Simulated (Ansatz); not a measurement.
# A constructed model of the (100) surface of fcc Al, a layer of Ta in place of the second plane (bottom of the slab: a bare face, its two planes held)

Computed with PBE (plane waves to 420 eV, PAW; Ansatz, a quantum-chemistry and plane-wave program).

Slab: 6 atoms, 10.7 Å thick at the start; k 13x13x1, smearing 0.1 eV, dipole-corrected; 2 atoms held, the rest relaxed; symmetry of the start imposed; no spin, no spin-orbit, no U. It is one candidate, not shown to be the stable structure of the face.

```yaml
work_function_of_the_top_face: 4.43 eV
energy_released_by_relaxation: 0.28 eV
cost: about 110 core-seconds (a rough figure)
```
